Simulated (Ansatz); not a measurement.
Start from MgTe in the wurtzite structure (space group P6_3mc, No. 186; a = 4.609 Å, c = 7.500 Å). Axes: x lies along a and z along c of the hexagonal cell.

Calculations: PBE in Ansatz (plane waves to 420 eV, PAW, no spin-orbit coupling).

Modification: uniaxial strain ε_zz = +1.20 %, all other strain components held at zero; the atoms relax in the strained cell.

### Question
What does the calculation give for the stress after the change?

### Answer
The stress (xx, yy, zz, yz, xz, xy; compression positive) amounts to (-0.27, -0.27, -0.67, 0.00, 0.00, 0.00) GPa.

### Question
What does the calculation give for the energy relative to the base after the change?

### Answer
The energy rises by 0.9 meV/atom.

Stability against distortions was not tested.

Ansatz is a quantum-chemistry and plane-wave program.
